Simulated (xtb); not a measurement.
xtb 6.7.1, GFN2-xTB: Ge(Et)(OH)2(OMe) (C[CH2][Ge]([OH])([OH])[O]C), 17 atoms. The geometry is a generated start, not checked to be a minimum at this level.

- method = GFN2-xTB
- --acc = 1 (default)
- --etemp (K) = 300 (default)
- detailed input (--input) = none: ANC optimiser, Lindh (1995) Hessian, microcycle=20, maxdispl=1.0, hlow=0.01 (default)
- basis functions = 44
- valence electrons = 44

```xyz
17

C      2.4775     0.4256    -0.3111
C      1.0260     0.8666    -0.1889
Ge    -0.2274    -0.6709     0.0708
O     -0.4981    -1.4099    -1.5112
O      0.3327    -1.9304     1.1356
O     -1.7726    -0.3287     0.8490
C     -2.6453     0.7458     0.5811
H      2.6070    -0.2281    -1.1690
H      3.1244     1.2916    -0.4331
H      2.7904    -0.1135     0.5832
H      0.9081     1.5423     0.6589
H      0.7193     1.3975    -1.0887
H     -1.1405    -2.1170    -1.5210
H      0.9636    -2.5472     0.7710
H     -3.2507     0.5441    -0.3072
H     -2.1128     1.6886     0.4333
H     -3.3017     0.8435     1.4473
```

The structure is relaxed from this start with --opt LEVEL for the levels crude, sloppy, loose, lax, normal, tight, vtight, extreme, once each. Up to the end of the extreme run atoms move by at most 1.3 Å along an axis.

Which level is enough to come within 1 meV of the tightest end point?

normal: 77 cycles against 90, ending 0.33 meV above.

```csv
level,cycles,energy above the extreme run (meV),gradient norm (eV/Å)
crude,1,140,0.16
sloppy,1,140,0.16
loose,1,140,0.16
lax,22,120,0.066
normal,77,0.33,0.046
tight,83,0.071,0.013
vtight,88,under 0.01,0.0038
extreme,90,—,0.0024
```
